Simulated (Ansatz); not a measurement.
Band structure of BaIn₄ (I4/mmm, 5 atoms in the cell).

```
BaIn4
1.0
   -2.57318     2.57318     6.17382
    2.57318    -2.57318     6.17382
    2.57318     2.57318    -6.17382
Ba In
1 4
Cartesian
  0.00000   0.00000   0.00000
  0.00000   2.57318   3.08691
  2.57318   0.00000   3.08691
  0.00000   0.00000   7.62825
  0.00000   0.00000   4.71940
```

Level of theory: PBEsol, PAW files made with PBE (plane waves; Ansatz, a first-principles code).

Settings: kpoints.mp_grid.grid = 5 5 5; hamiltonian.xc = pbesol; hamiltonian.pseudopotentials = {kind: paw} (the program's default PAW files); scf.occupations.method = gaussian; scf.occupations.width = 0.02 Ry; kpoints.band_path.npoints = 8.

The starting cell comes from a database of computed structures (which also holds hypothetical and non-ambient phases and stackings), without a prior relaxation at this level. Its lattice was rescaled by a random factor within 2.5 % of one.

Levels in eV from the Fermi level, bands 28 to 35:
```
point     28     29     30     31     32    33    34    35
-----  -----  -----  -----  -----  -----  ----  ----  ----
Γ      -2.87  -1.81  -1.81  -0.07   0.51  0.51  1.28  2.14
X      -5.01  -2.46  -1.69  -1.45   0.84  1.72  2.03  2.87
Y      -4.13  -2.61  -1.57  -1.36   0.78  1.66  2.16  3.13
S      -2.19  -1.27  -1.01  -0.39   0.30  0.53  1.50  1.91
Z      -1.84  -1.84   0.01   0.11   0.38  1.23  1.23  1.65
S1     -2.19  -1.27  -1.01  -0.39   0.30  0.53  1.50  1.91
N      -3.28  -1.09  -0.26  -0.21  -0.08  0.42  0.49  1.42
P      -5.07  -2.25  -1.58  -1.58   0.07  2.21  2.21  3.43
Y1     -4.13  -2.61  -1.57  -1.36   0.78  1.66  2.16  3.13
```

Bands cross the Fermi level along this path, so the cell is metallic at this level.

Keys are those of Ansatz 0.2.
